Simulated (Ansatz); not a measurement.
The starting structures come from a database of crystals and need not be the phases stable at ambient conditions.

 Where the default PAW files enter, the runs use the earlier of Ansatz's two default sets.

Evanescent states of CdPdF$_{6}$ (R-3, not sure to be the ambient phase, 8 atoms a cell, 13.4 Å³ an atom) along the normal of (001)

Level of theory: r2SCAN (plane waves, PAW; Ansatz, a quantum-chemistry and plane-wave program).

The gap is the functional's own. No spin-orbit coupling. Mid-gap values are interpolated on the energy grid.

Energies count from the valence-band top; κ is the least over a 12×12 mesh across the current.

```
E (eV)     κ (1/Å)  where
------  ----------  -----
0.06         0.198  off Γ
0.18         0.337  off Γ
0.30         0.432  off Γ
0.42         0.508  off Γ
0.54         0.573  off Γ
0.66    (withheld)  off Γ
0.78    (withheld)  off Γ
0.90    (withheld)  off Γ
1.02    (withheld)  off Γ
1.14    (withheld)  off Γ
1.26    (withheld)  off Γ
1.38    (withheld)  off Γ
1.50    (withheld)  off Γ
1.62    (withheld)  off Γ
1.74    (withheld)  off Γ
1.86         0.431  off Γ
1.98         0.401  off Γ
2.10         0.355  off Γ
2.22         0.283  off Γ
2.34         0.142  off Γ
```

**Question.** Fill in the missing entries.

**Answer.** 
- 0.66, κ (1/Å): 0.614
- 0.78, κ (1/Å): 0.609
- 0.90, κ (1/Å): 0.590
- 1.02, κ (1/Å): 0.568
- 1.14, κ (1/Å): 0.549
- 1.26, κ (1/Å): 0.532
- 1.38, κ (1/Å): 0.515
- 1.50, κ (1/Å): 0.497
- 1.62, κ (1/Å): 0.478
- 1.74, κ (1/Å): 0.456
